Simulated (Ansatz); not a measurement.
**Hypothetical I4/mmm MgB2: pressure series**

Base system: MgB$_{2}$ (space group I4/mmm, No. 139; a hypothetical phase, not in the database extracts checked).

```
MgB2
1.0
   -1.34143     1.34143     4.19523
    1.34143    -1.34143     4.19523
    1.34143     1.34143    -4.19523
Mg B
1 2
Cartesian
  0.00000   0.00000   0.00000
  0.00000   0.00000   2.37287
  0.00000   0.00000   6.01758
```

Cell and atoms are relaxed at each pressure.

All numbers come from DFT with PBE, PAW potentials and a 420 eV plane-wave cutoff in Ansatz (an electronic-structure program), spin-orbit coupling left out.

```json
[
 {"change": "base", "lattice parameter a": "2.683 Å", "c/a ratio": "3.127"},
 {"change": "pressure −2 GPa", "lattice parameter a": "2.699 Å", "c/a ratio": "3.128"},
 {"change": "pressure −1 GPa", "lattice parameter a": "2.691 Å", "c/a ratio": "3.128"},
 {"change": "pressure 0.3 GPa", "lattice parameter a": "2.681 Å", "c/a ratio": "3.127"},
 {"change": "pressure 0.7 GPa", "lattice parameter a": "2.677 Å", "c/a ratio": "3.127"},
 {"change": "pressure 1.5 GPa", "lattice parameter a": "…", "c/a ratio": "3.127"},
 {"change": "pressure 3 GPa", "lattice parameter a": "2.660 Å", "c/a ratio": "3.128"},
 {"change": "pressure 5 GPa", "lattice parameter a": "2.646 Å", "c/a ratio": "3.129"},
 {"change": "pressure 7.5 GPa", "lattice parameter a": "2.628 Å", "c/a ratio": "…"},
 {"change": "pressure 10 GPa", "lattice parameter a": "…", "c/a ratio": "…"}
]
```

### Question
What belongs in the blanks?

### Answer

- pressure 1.5 GPa, lattice parameter a: 2.671 Å
- pressure 7.5 GPa, c/a ratio: 3.132
- pressure 10 GPa, lattice parameter a: 2.612 Å
- pressure 10 GPa, c/a ratio: 3.136

Load acts through the strain it causes; cell and atoms are relaxed under it. No phonon test of stability was made. Competing high-pressure phases were not computed. The final runs are not spin-polarised.
